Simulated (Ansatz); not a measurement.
The parent structure is WSi₂ (space group I4/mmm, No. 139; a = 3.229 Å, c = 7.870 Å; relaxed with 0.1 eV smearing). Axes: x, y, z lie along a, b, c of the conventional cell.

Structures relaxed with PBE/PAW in Ansatz (a program for electronic structure), scalar-relativistic without spin-orbit coupling, earlier PAW set.

Base:

Simulated powder pattern, Cu Kα1, λ = 1.54056 Å (kinematic, ideal powder, no thermal factors, no anomalous dispersion; the 10 strongest lines at most, above 2 %, up to 2θ = 90°):

```csv
2θ (°),I/Imax (%),hkl
22.58,49,(002)
29.88,100,(101)
39.43,59,(110)
44.46,84,(103)
45.91,33,(112)
56.99,20,(200)
62.08,14,(202)
65.68,23,(211)
75.01,37,(213)
85.26,14,(116)
```

It is then changed as follows: biaxial strain +4.36 %, plane normal [001], relaxed out of plane (Cartesian); in-plane vectors clamped, the third vector and the atoms free.

Q: How do the reflections move or split?

A: 
Simulated powder pattern, Cu Kα1, λ = 1.54056 Å (kinematic, ideal powder, no thermal factors, no anomalous dispersion; the 10 strongest lines at most, above 2 %, up to 2θ = 90°):

| 2θ (°) | I/Imax (%) | hkl |
|---|---|---|
| 22.88 | 44 | (002) |
| 28.85 | 100 | (101) |
| 37.72 | 61 | (110) |
| 44.07 | 79 | (103) |
| 44.57 | 33 | (112) |
| 54.41 | 22 | (200) |
| 59.78 | 14 | (202) |
| 61.55 | 13 | (114) |
| 62.75 | 24 | (211) |
| 72.51 | 37 | (213) |

The indices refer to the base's conventional cell; one index is shown for lines that coincide.

No phonon test of stability was made. The final runs are not spin-polarised.
